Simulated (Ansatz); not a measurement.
Ansatz (an electronic-structure program) run on LiNbO3 (Pnma, 20 atoms in the cell): self-consistent single point

Level of theory: PBE (plane waves, PAW; Ansatz).

Input:

Ansatz 0.2 input:
```yaml
crystal:
  lattice:
    - [5.40844700, 0.00000000, 0.00000000]
    - [0.00000000, 7.63131200, 0.00000000]
    - [0.00000000, 0.00000000, 5.39039400]
  atoms:
    - { symbol: Li, position: [0.48770000, 0.25000000, 0.99160000] }
    - { symbol: Li, position: [0.98770000, 0.25000000, 0.50840000] }
    - { symbol: Li, position: [0.51230000, 0.75000000, 0.00840000] }
    - { symbol: Li, position: [0.01230000, 0.75000000, 0.49160000] }
    - { symbol: Nb, position: [0.00000000, 0.00000000, 0.00000000] }
    - { symbol: Nb, position: [0.50000000, 0.50000000, 0.50000000] }
    - { symbol: Nb, position: [0.00000000, 0.50000000, 0.00000000] }
    - { symbol: Nb, position: [0.50000000, 0.00000000, 0.50000000] }
    - { symbol: O, position: [0.03130000, 0.25000000, 0.05860000] }
    - { symbol: O, position: [0.53130000, 0.25000000, 0.44140000] }
    - { symbol: O, position: [0.96870000, 0.75000000, 0.94140000] }
    - { symbol: O, position: [0.46870000, 0.75000000, 0.55860000] }
    - { symbol: O, position: [0.28800000, 0.53700000, 0.21300000] }
    - { symbol: O, position: [0.78800000, 0.96300000, 0.28700000] }
    - { symbol: O, position: [0.71200000, 0.03700000, 0.78700000] }
    - { symbol: O, position: [0.21200000, 0.46300000, 0.71300000] }
    - { symbol: O, position: [0.71200000, 0.46300000, 0.78700000] }
    - { symbol: O, position: [0.21200000, 0.03700000, 0.71300000] }
    - { symbol: O, position: [0.28800000, 0.96300000, 0.21300000] }
    - { symbol: O, position: [0.78800000, 0.53700000, 0.28700000] }
basis:
  ecutwfc: 420.0 eV
kpoints:
  mp_grid: { grid: [3, 3, 3] }
hamiltonian:
  xc: pbe
  pseudopotentials: { kind: paw }
scf:
  occupations: { method: cold, width: 0.1 eV }
output:
  forces: true
  eigenvalues: true
  stress: true
```

Log, with long lists cut:

```
WARN ansatz: RAYON_NUM_THREADS=1 ignored (pool sized by the plan → 1); use --threads N
Pseudopotentials: kind: paw
Pseudopotential: Li, paw, valence charge 3
Pseudopotential: Nb, paw, valence charge 13
Pseudopotential: O, paw, valence charge 6
Crystal: 20 atoms, lattice volume = 222.481 Å³
Basis set: ecut = 420 eV, 4313 PW (Γ), exchange–correlation on 80×108×80 points (8 copies of the dense FFT grid, shifted against one another)
Bands: 88, of which v1, the nominal top of the filled ones, is band 68 counted from 1 (67 counted from 0)
Symmetry: 8 space group operations
Space group: Pnma (ITA 62), of the structure as read, at distance tolerance 6.1e-5 Å
k-points: 8 of 27
Initial density: superposition of atomic densities (neutral atoms: chi_scale 0, normalization atom), corrected by the library's trained network
Initial wavefunctions: pseudopotential atomic-orbital guess
Eigensolver: davidson
Functional: x = pbe(κ = 0.804, μ = 0.2195149727645171), c = pbe(β = 0.06672455060314922)
SCF iter   1: F=—  HF=-25856.513473 eV  |F-HF|=—  |Δ(HF+E_count)|=         —  Δρ=2.05e-3  dr2=1.03e-2  ethr=1.77e-3  ⟨swp⟩=6.4  Hψ=2780  notcnv=0  defer=17
all-band conjugate gradients solve this SCF's bands
preconditioner: auto → Resta (q_TF=auto, 2.513 Å⁻¹)
SCF iter   2: F=—  HF=-25856.513073 eV  |F-HF|=—  |Δ(HF+E_count)|=   4.00e-4  S|Δr|=    0.00e0  Δρ=1.03e-3  dr2=1.52e-3  ethr=7.55e-6  ⟨swp⟩=2.0  Hψ=1036  notcnv=0  defer=22
SCF iter   3: F=—  HF=-25856.513331 eV  |F-HF|=—  |Δ(HF+E_count)|=   2.58e-4  S|Δr|=    0.00e0  Δρ=4.74e-4  dr2=4.73e-4  ethr=1.12e-6  ⟨swp⟩=2.0  Hψ=871  notcnv=0  defer=22
SCF iter   4: F=—  HF=-25856.513483 eV  |F-HF|=—  |Δ(HF+E_count)|=   1.51e-4  S|Δr|=    0.00e0  Δρ=8.07e-5  dr2=2.05e-5  ethr=3.48e-7  ⟨swp⟩=2.1  Hψ=934  notcnv=0  defer=22
SCF iter   5: F=—  HF=-25856.512985 eV  |F-HF|=—  |Δ(HF+E_count)|=   4.98e-4  S|Δr|=    0.00e0  Δρ=3.26e-5  dr2=2.46e-6  ethr=1.51e-8  ⟨swp⟩=2.0  Hψ=1094  notcnv=0  defer=22
SCF iter   6: F=—  HF=-25856.512986 eV  |F-HF|=—  |Δ(HF+E_count)|=   7.18e-7  S|Δr|=    0.00e0  Δρ=3.48e-5  dr2=2.21e-6  ethr=1.81e-9  ⟨swp⟩=2.0  Hψ=966  notcnv=0  defer=22
SCF iter   7: F=-25856.512985 eV  HF=-25856.512985 eV  |F-HF|=3.30e-8  |Δ(HF+E_count)|=   4.39e-7  S|Δr|=    0.00e0  Δρ=6.30e-6  dr2=6.38e-8  ethr=7.35e-11  ⟨swp⟩=11.0  Hψ=3219  notcnv=0
SCF 1 converged in 7 iterations: F = -25856.512985 eV  dr2 = 6.38e-8
SCF converged after 7 iterations
Stability not checked (fill_not_monotonic)
Free energy (F): -25856.512985 eV
Harris-Foulkes:  -25856.512985 eV  (|F-HF|=3.30e-8)
Internal energy: -25856.512985 eV  (E = F + TS)
E sigma→0 (E₀):  -25856.512985 eV
Fermi energy:    8.447699 eV
Step filling:    the computed levels leave a gap of 2.2302 eV = 22.3 smearing widths
--- Per-component energies (eV) ---
  E_band       = -1104.054996
  E_kinetic    = 3788.568813
  E_local      = -9328.268252  (includes V_loc(G=0)·N_el)
  E_nonlocal   = 897.318724
  E_hartree    = 3245.113044
  E_xc         = -1639.737137
  E_vxc        = -2048.434972  (∫ρ·V_xc dr)
  E_paw        = -14269.150732  (= ΣΔE_a)
  E_vpaw       = -903.498287  (= ΣTr[D̂ρ^β])
  E_aug_tail   = 0.029592  (compensation charges beyond the density's cutoff)
  E_ewald      = -8550.387037
  E_smearing   = 0.000000  (= −TS)
  E_closure    = 0.000000  (closes the sum)
  Σ components = -25856.512985   (vs F -25856.512985, Δ=0.00e0)
--- Forces (eV/Å), atoms counted from 1 ---
  atom   1  Li    -0.02082280     0.00000000    -0.07421202
  atom   2  Li    -0.02082280     0.00000000     0.07421202
  atom   3  Li     0.02082280     0.00000000     0.07421202
  atom   4  Li     0.02082280     0.00000000    -0.07421202
  atom   5  Nb    -0.00000000     0.00000000     0.00000000
  atom   6  Nb     0.00000000     0.00000000     0.00000000
  atom   7  Nb     0.00000000     0.00000000     0.00000000
  atom   8  Nb     0.00000000     0.00000000     0.00000000
  atom   9  O     -0.19539976     0.00000000     1.14146414
  atom  10  O     -0.19539976     0.00000000    -1.14146414
  atom  11  O      0.19539976    -0.00000000    -1.14146414
  atom  12  O      0.19539976     0.00000000     1.14146414
  atom  13  O      0.29545749     0.39055593    -0.64640322
  atom  14  O      0.29545749    -0.39055593     0.64640322
  atom  15  O     -0.29545749     0.39055593     0.64640322
  atom  16  O     -0.29545749    -0.39055593    -0.64640322
  atom  17  O     -0.29545749    -0.39055593     0.64640322
  atom  18  O     -0.29545749     0.39055593    -0.64640322
  atom  19  O      0.29545749    -0.39055593    -0.64640322
  atom  20  O      0.29545749     0.39055593     0.64640322
  max |Σ_I F_I| component: 1.11e-16 eV/Å
--- Stress (GPa, compression-positive) ---
       11.086268       0.000000       0.000000
        0.000000      12.400318       0.000000
        0.000000       0.000000      10.273835
  P = ⅓ Tr σ = 11.2535 GPa (112.535 kbar)
  The stress holds the Pulay correction. Without it, at fixed plane waves, as pw.x and ABINIT print it: P = 10.6262 GPa
--- Band table (eV; the first three rows and the last of 8) ---
  k-point 0: bands = ["-47.0861", "-47.0816", "-47.0772", "-47.0728", "-37.1738", "-37.1734", "-37.1729", "-37.1725", "-23.4803", "-23.4653", "-23.4460", "-23.4379", "-23.4355", "-23.4310", "-23.2579", "-23.2426", "-23.2424", "-23.2371", "-23.2344", [...]
  k-point 1: bands = ["-47.0839", "-47.0795", "-47.0794", "-47.0750", "-37.1736", "-37.1732", "-37.1731", "-37.1727", "-23.4748", "-23.4661", "-23.3983", "-23.3901", "-23.3896", "-23.3821", "-23.2956", "-23.2888", "-23.2873", "-23.2807", "-23.2536", [...]
  k-point 2: bands = ["-47.0850", "-47.0828", "-47.0761", "-47.0739", "-37.1737", "-37.1735", "-37.1728", "-37.1726", "-23.4472", "-23.4414", "-23.4404", "-23.4338", "-23.4230", "-23.4041", "-23.3145", "-23.2981", "-23.2405", "-23.2364", "-23.2351", [...]
  k-point 7: bands = ["-47.0817", "-47.0795", "-47.0794", "-47.0772", "-37.1734", "-37.1732", "-37.1731", "-37.1729", "-23.4507", "-23.4442", "-23.4205", "-23.4127", "-23.3969", "-23.3951", "-23.3085", "-23.3047", "-23.2839", "-23.2793", "-23.2319", [...]
```

The run converged in 7 iterations.

The starting cell was generated: these elements placed on a structure prototype, without a prior relaxation; it need not be a known phase or ordering of this composition. With a pressure of about 11 GPa the cell is away from its equilibrium volume at this level. Forces in this geometry exceed 1 eV/Å. Ansatz's pressure includes its estimate of the finite-basis (Pulay) stress. Without the estimate this run gives 10.63 GPa.
